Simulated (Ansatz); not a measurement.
Start from InP in the zinc blende structure (space group F-43m, No. 216; a = 5.960 Å).

The values are results of Ansatz (a first-principles code), PBE, PAW, cutoff 420 eV, scalar-relativistic without spin-orbit coupling, earlier PAW set, not measurements.

Before the change:

Valley order: Γ 0.44 eV; L along ⟨111⟩ 1.38 eV; X along ⟨100⟩ 1.85 eV
Lattice parameter a: 5.960 Å

It is then changed as follows: a negative pressure, −2 GPa.

### Question
What does the calculation give for the valley order after the change?

### Answer
The valley order (the lowest conduction-band minima on the path, energy above the VBM, named in the base's zone) changes from Γ 0.44 eV; L along ⟨111⟩ 1.38 eV; X along ⟨100⟩ 1.85 eV to Γ 0.24 eV; L along ⟨111⟩ 1.29 eV; X along ⟨100⟩ 1.90 eV.

### Question
What happens to the lattice parameter a?

### Answer
The lattice parameter a goes up by 0.073 Å to 6.033 Å.

The levels and masses belong to the bands next to the band gap. Load acts through the strain it causes; cell and atoms are relaxed under it. Whether these cells are dynamically stable was not tested.
